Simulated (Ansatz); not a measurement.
Partial pair distribution functions of a relaxed model of amorphous Ga$_{24}$O$_{37}$Ca, broadened by 0.06 Å; density 4.94 g/cm³. Level of theory: PBE, scalar-relativistic without spin-orbit coupling (plane waves to 420 eV, PAW; Ansatz, a program for electronic structure).

Preparation: random packing, a CHGNet melt and quench, and a DFT relaxation. O atoms were pushed apart under 1.9 Å during the dynamics, to hinder bonds among them. The hot cell started wider than the set density and was brought back towards it in steps. It is the lowest in DFT energy of 2 quenches. It is a model cell: composition and starting density were chosen by hand, and all elements were melted together. No dispersion term was used. Its density started from a set value of 4.94 and ended at 4.94 g/cm³. The simulated quench (nominally 280 K/ps over its main leg) is rapid and tends to freeze in more defects than a deposited or slowly cooled glass has. One small periodic cell is one sample of the glass; other quenches scatter about these values. The volume was held where the preparation left it and the shape relaxed, at a PBE pressure of -1.8 GPa (tension). Stress components on the final sampling reach 1.9 GPa.

```tsv
r (Å)	g Ga-O	g O-Ca	g Ga-Ga	g O-O
1.65	0.02	0.00	0.00	0.00
1.75	0.95	0.00	0.00	0.00
1.85	6.52	0.00	0.00	0.00
1.95	7.90	0.00	0.00	0.00
2.05	3.40	0.00	0.00	0.00
2.15	1.22	0.05	0.00	0.00
2.25	0.46	1.28	0.00	0.00
2.35	0.16	4.21	0.00	0.01
2.45	0.02	6.25	0.00	0.23
2.55	0.11	4.32	0.00	1.19
2.65	0.21	0.64	0.04	1.73
2.75	0.24	0.01	0.52	2.22
2.85	0.14	0.00	1.49	2.55
2.95	0.15	0.00	2.23	2.66
3.05	0.30	0.03	1.89	2.43
3.15	0.53	0.68	2.30	1.95
3.25	0.51	0.84	2.78	1.58
3.35	0.68	0.13	2.42	1.10
3.45	0.81	0.75	1.85	1.14
3.55	1.00	0.53	1.52	0.83
3.65	1.03	0.13	1.50	0.69
3.75	1.08	1.00	1.20	0.51
3.85	1.14	1.24	0.97	0.40
3.95	1.17	0.91	0.87	0.79
4.05	1.30	0.81	0.64	0.60
4.15	1.32	0.81	0.24	0.26
4.25	1.31	0.44	0.20	0.35
4.35	1.32	0.58	0.16	0.64
4.45	1.55	1.80	0.37	0.71
```

Within 2.42 Å each Ga has 4.71 O neighbours on average.
